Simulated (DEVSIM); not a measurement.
Device: abrupt GaP p-n junction, at 350 K.

Layer 1 from the left is GaP, thickness (μm) 8.40, Na (cm⁻³) 8e16, τn (s) 5.1e-7, τp (s) 5.1e-7. Layer 2 from the left is GaP, thickness (μm) 0.450, Nd (cm⁻³) 1.1e15, τn (s) 5.1e-7, τp (s) 5.1e-7.

Left contact: ohmic. Right contact: ohmic. Voltage is applied to the left contact. Recombination: SRH at mid-gap, radiative. Mobility is μmin + (μ − μmin)/(1 + (N/Nref)^α).

Constants are typed, rounded textbook-type inputs, not results; the design itself was drawn at random and stands for no fabricated device. Values at 300 K; Nc and Nv go as T^1.5, mobilities as T to minus their exponent, the gap by Varshni's rule with the affinity fixed.

GaP: gap (eV) 2.26, affinity (eV) 3.8, permittivity 11.1, Nc (cm⁻³) 1.8e19, Nv (cm⁻³) 1.9e19, μn (cm²/Vs) 250, μp (cm²/Vs) 150, μn,min 10, μp,min 10, Nref,n 4.4e18, Nref,p 1e18, αn 0.8, αp 0.85, T exponent of μn 1.6, T exponent of μp 1.98, B (cm³/s) 1e-13, Varshni α (eV/K) 0.00058, Varshni β (K) 372.

DEVSIM, 1D drift-diffusion, Boltzmann statistics, complete ionisation; no tunnelling, impact ionisation, image-force lowering or self-heating.

Problem. What does the simulation give for the dark forward voltage at 100 A/cm², the largest field in the device at zero bias?

Solution. dark forward voltage at 100 A/cm² 1.793 V; largest field in the device at zero bias 42000 V/cm.
